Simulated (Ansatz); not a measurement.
End structure of a constructed model of the (100) surface of fcc Cu, c(2x2) layer of O, one a cell, on the site that continues the host's stacking (bottom of the slab: a bare face, its two planes held):

```yaml
crystal:
  lattice:
    - [2.56680, 2.56680, 0.00000]
    - [-2.56680, 2.56680, 0.00000]
    - [0.00000, 0.00000, 26.50000]
  atoms:
    - { symbol: Cu, position: [0.50000, 0.00000, 0.30884] }
    - { symbol: Cu, position: [0.00000, 0.50000, 0.30884] }
    - { symbol: Cu, position: [0.00000, 0.00000, 0.37733] }
    - { symbol: Cu, position: [0.50000, 0.50000, 0.37733] }
    - { symbol: Cu, position: [0.50000, 0.00000, 0.44605] }
    - { symbol: Cu, position: [0.00000, 0.50000, 0.44588] }
    - { symbol: Cu, position: [0.00000, 0.00000, 0.51477] }
    - { symbol: Cu, position: [0.50000, 0.50000, 0.51477] }
    - { symbol: Cu, position: [0.50000, 0.00000, 0.58194] }
    - { symbol: Cu, position: [0.00000, 0.50000, 0.58379] }
    - { symbol: Cu, position: [0.00000, 0.00000, 0.65542] }
    - { symbol: Cu, position: [0.50000, 0.50000, 0.65542] }
    - { symbol: O, position: [0.50000, 0.00000, 0.68206] }
```

Slab: 13 atoms, 10.1 Å thick at the start (thin: gaps and levels are the slab's own); k 10x10x1, smearing 0.1 eV, dipole-corrected; 4 atoms held, the rest relaxed; held to the start's symmetry, so lower structures may exist; no spin, no spin-orbit, no U. It is one candidate, not shown to be the stable structure of the face.

Problem. What is the computed work function of the top face (PBE in Ansatz, a program for electronic structure)?

Solution. 5.19 eV
